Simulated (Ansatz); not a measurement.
An Ansatz (a first-principles code) input (r2SCAN (Ansatz, PAW, scalar-relativistic without spin-orbit coupling)):

Ansatz 0.2 input:
```yaml
crystal:
  lattice:
    - [0, 2.2394988233, 2.2394988233]
    - [2.2394988233, 0, 2.2394988233]
    - [2.2394988233, 2.2394988233, 0]
  atoms:
    - { symbol: Al, position: [0, 0, 0] }
    - { symbol: N, position: [0.25, 0.25, 0.25] }
basis: { ecutwfc: 500, ecutrho_ratio: 4, xc_grid: 4, fft_grid_basis: typed }
kpoints: { mp_grid: { grid: [13, 13, 13] } }
hamiltonian:
  xc: r2scan
  dispersion: none
  pseudopotentials: { kind: paw }
scf: { occupations: { method: fermi_dirac, width: 0.05 }, convergence: { dr2_threshold: 0.0000000002 } }
relax: { f_tol: 0.005, max_steps: 50 }
output: { forces: true, stress: true }
checkpoint: { write: state.ck, write_every: 1000 }
```

Which symmetry and how many k-points will the program report, and about how many plane waves at Γ?

Space group F-43m (ITA 216) with 24 operations, k-points 84 of 2197, and 537 plane waves at Γ.

And the final pressure?

-13.50 GPa (compression positive).

The cells carry an imposed strain or load. No phonon test of stability was made. The cell was made from AlN in the zinc blende structure (space group F-43m, No. 216) by this change: isotropic strain +2.50 %. This is not the structure that AlN has at room temperature and ambient pressure.
